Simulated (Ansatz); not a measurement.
Band structure of C (R-3m, 8 atoms in the cell).

```xyz
8
Lattice="1.1991 0.6923 17.8098 -1.1991 0.6923 17.8098 0.0000 -1.3846 17.8098" Properties=species:S:1:pos:R:3 pbc="T T T"
C      0.0000     0.0000     1.6873
C      0.0000     0.0000    51.7421
C      0.0000     0.0000    48.3796
C      0.0000     0.0000     5.0498
C      0.0000     0.0000    40.6692
C      0.0000     0.0000    12.7602
C      0.0000     0.0000    19.4976
C      0.0000     0.0000    33.9318
```

Computed with PBEsol, PAW files made with PBE (plane waves; Ansatz, a program for electronic structure).

Settings: kpoints.mp_grid.grid = 8 8 8; hamiltonian.xc = pbesol; hamiltonian.pseudopotentials = {kind: paw} (the program's default PAW files); scf.occupations.method = gaussian; scf.occupations.width = 0.0037 Ry; kpoints.band_path.path = [[0.0, 0.0, 0.0], [0.5, 0.0, 0.0], [0.5, 0.16767405, -0.16767405]]; kpoints.band_path.npoints = 8.

The starting cell comes from a database of computed structures (which also holds hypothetical and non-ambient phases and stackings), without a prior relaxation at this level. Its lattice was rescaled by a random factor within 2.5 % of one.

Problem. Predict the gap along the standard path and the places of the band edges.

Solution. The gap along the path is 0.02 eV, direct at B1 to within 0.01 eV.

Levels in eV from the top of the valence band on the path, bands 13 to 20:
| point | 13 | 14 | 15 | 16 | 17 | 18 | 19 | 20 |
|---|---|---|---|---|---|---|---|---|
| Γ | -2.92 | -2.92 | -2.91 | -2.91 | 3.07 | 4.27 | 4.53 | 6.99 |
| L | -2.83 | -2.63 | -2.41 | -2.29 | 1.49 | 1.58 | 1.82 | 2.09 |
| B1 | -0.50 | -0.19 | -0.01 | 0.00 | 0.02 | 0.02 | 0.22 | 0.56 |

Keys are those of Ansatz 0.2.
